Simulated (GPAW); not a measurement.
GPAW run on CdAg (R-3m, 2 atoms in the cell): self-consistent single point.

Method: PBEsol, GPAW PAW datasets PBEsol (made by gpaw-setup) (plane waves; GPAW 25.7.0).

```
CdAg
1.0
    1.47505     0.85162     4.67050
   -1.47505     0.85162     4.67050
    0.00000    -1.70324     4.67050
Cd Ag
1 1
Cartesian
  0.00000   0.00000   7.00575
  0.00000   0.00000   0.00000
```

Reference input (self-consistent single point, DFT LDA (Perdew-Wang 92), plane waves, GPAW PAW datasets LDA (gpaw-data 1.0.1)): mode = pw; ecut = 550 eV; xc = LDA; kpts = 10 10 10; mesh shift (steps) = 0 0 0; occupations.name = fermi-dirac; occupations.width = 0.05 eV; nbands = -8; convergence.density = 1e-05 e/electron; convergence.energy = 1e-05 eV/electron; symmetry.symmorphic = false; symmetry.tolerance = 0.0005. This run's input differs from it in these lines:

```diff
@@ -13,3 +13,3 @@
 calc = GPAW(mode=PW(550),
-            xc='LDA',
+            xc='PBEsol',
             kpts={'size': (10, 10, 10), 'gamma': True},
```

Its files differ too (potentials: GPAW PAW datasets PBEsol (made by gpaw-setup)).

The program printed (abridged):

```
     iter     time        total  log10-change:
                         energy   eigst   dens
iter:   1 --:--:--    -5.340757
iter:   2 --:--:--    -5.255866   -2.22  -1.45
iter:   3 --:--:--    -5.053690   -1.91  -1.48
iter:   4 --:--:--    -4.973101   -3.54  -1.96
iter:   5 --:--:--    -4.982139   -2.70  -2.01
iter:   6 --:--:--    -5.004034   -4.04  -2.40
iter:   7 --:--:--    -4.940306   -3.15  -2.27
iter:   8 --:--:--    -4.939317   -4.45  -2.92
iter:   9 --:--:--    -4.939383   -5.45  -3.38
iter:  10 --:--:--    -4.939260c  -5.09  -3.61
iter:  11 --:--:--    -4.939263c  -6.95  -3.88
iter:  12 --:--:--    -4.939226c  -6.27  -4.04
iter:  13 --:--:--    -4.939227c  -7.77c -4.13
iter:  14 --:--:--    -4.939220c  -6.95  -4.27
iter:  15 --:--:--    -4.939220c  -8.13c -4.60
iter:  16 --:--:--    -4.939220c  -8.94c -4.66
iter:  17 --:--:--    -4.939220c  -8.39c -4.72
iter:  18 --:--:--    -4.939220c  -9.47c -4.78
iter:  19 --:--:--    -4.939219c  -8.12c -4.85
iter:  20 --:--:--    -4.939219c  -9.75c -5.52c
Converged after 20 iterations.

Dipole moment: (-0.000000, 0.000000, 0.000000) |e|*Ang

Energy contributions relative to reference atoms: (reference = -296631.277927)

Kinetic:         +3.554373
Potential:       -2.673134
External:        +0.000000
XC:              -6.126201
Entropy (-ST):   -0.006235
Local:           +0.308860
SIC:             +0.000000
--------------------------
Free energy:     -4.942336
Extrapolated:    -4.939219

Showing only first 2 kpts
 Kpt  Band  Eigenvalues  Occupancy
  0    12      4.94858    2.00000
  0    13      4.94859    2.00000
  0    14      7.25571    2.00000
  0    15     10.75247    0.00000

  1    12      4.52111    2.00000
  1    13      4.84740    2.00000
  1    14      8.90257    1.53837
  1    15     11.00963    0.00000

Fermi level: 8.96276

No gap
No difference between direct/indirect transitions
Energy (eV): -4.939219

Forces in eV/Ang:
  0 Cd    0.00000    0.00000    0.00000
  1 Ag    0.00000   -0.00000   -0.00000

Stress tensor:
    -0.018640    -0.000000     0.000000
    -0.000000    -0.018640     0.000000
     0.000000     0.000000    -0.015105
Stress (GPa, Voigt): [-2.9865 -2.9865 -2.42    0.      0.     -0.    ]
```

The run converged in 20 iterations. GPAW prints stress with tension positive. Against the reference run the pressure goes from -1.52 to 2.80 GPa.

The starting cell comes from a database of computed structures (which also holds hypothetical and non-ambient phases and stackings), without a prior relaxation at this level. Its lattice was rescaled by a random factor within 2.5 % of one.

Cost on one core of a shared machine: roughly 5 min.
